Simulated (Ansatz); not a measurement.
**Rutile MgC2 (cell taken from a computed entry)**

The numbers are results of PBE0 in Ansatz (plane waves, PAW), not measurements.

Run with plane-wave cutoff 500 eV, 6×6×4 k mesh (along the axes of the cell as run), gaussian smearing 0.02 eV, scalar-relativistic PAW data made under PBE.

Cell (relaxed with r²SCAN):

```yaml
crystal:
  lattice:
    - [3.93607, 0.00000, 0.00000]
    - [0.00000, 3.93607, 0.00000]
    - [0.00000, 0.00000, 4.93452]
  atoms:
    - { symbol: Mg, position: [0.50000, 0.50000, 0.00000] }
    - { symbol: Mg, position: [0.00000, 0.00000, 0.50000] }
    - { symbol: C, position: [0.88816, 0.88816, 0.00000] }
    - { symbol: C, position: [0.11184, 0.11184, 0.00000] }
    - { symbol: C, position: [0.61184, 0.38816, 0.50000] }
    - { symbol: C, position: [0.38816, 0.61184, 0.50000] }
```

- band gap = 4.51 eV (on the SCF k mesh)

Note: cell and atoms aren't relaxed at this level (largest force component 0.19 eV/Å, pressure -0.6 GPa).

Computed values are for the static lattice.

Ansatz is a first-principles code.
